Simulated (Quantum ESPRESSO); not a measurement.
Quantum ESPRESSO is run on Al₂O₃ (R-3c, 10 atoms in the cell), and the run fails. The aim is a self-consistent single point with DFT, PBE, plane waves, PseudoDojo standard norm-conserving (PBE) pseudopotentials.

Cell that was meant: a = 5.2194 Å, b = 5.2194 Å, c = 5.2194 Å, α = 55.29°, β = 55.29°, γ = 55.29°.

Part of the input:

```fortran
/
ATOMIC_SPECIES
Al    26.9815  Al.upf
O     15.9990  o_lda_v1.2.uspp.F.UPF
ATOMIC_POSITIONS {crystal}
Al    0.147900000    0.147900000    0.147900000
Al    0.852100000    0.852100000    0.852100000
```

Output, abridged:

```
           1           4

 %%%%%%%%%%%%%%%%%%%%%%%%%%%%%%%%%%%%%%%%%%%%%%%%%%%%%%%%%%%%%%%%%%%%%%%%%%%%%%
     Error in routine set_dft_from_name (3):
      conflicting values for icorr
 %%%%%%%%%%%%%%%%%%%%%%%%%%%%%%%%%%%%%%%%%%%%%%%%%%%%%%%%%%%%%%%%%%%%%%%%%%%%%%

     stopping ...
```

Problem. From the messages shown, name the fault and mend the input.

Solution. The fault is potentials made for another functional; here the program stops on it instead of giving results. To fix it, use potentials made for the functional of the run. The program stopped before any SCF iteration.

The sound input it was made from differs as follows (other fixes are possible):
```diff
-O     15.9990  o_lda_v1.2.uspp.F.UPF
+O     15.9990  O.upf
```

With that input, the run converged in 11 iterations: free energy E − TS -2969.3088 eV; top of the valence band (on the code's own zero) 7.06 eV; gap on the k-point mesh 5.63 eV; pressure -5.91 GPa; largest force (vector length) 0.037 eV/Å (DFT, PBE, plane waves, PseudoDojo standard norm-conserving (PBE) pseudopotentials).

On the sound input: the starting cell comes from a database of computed structures (which also holds hypothetical and non-ambient phases and stackings), without a prior relaxation at this level. Its lattice was rescaled by a random factor within 2.5 % of one. With a pressure of about -6 GPa the cell is away from its equilibrium volume at this level.
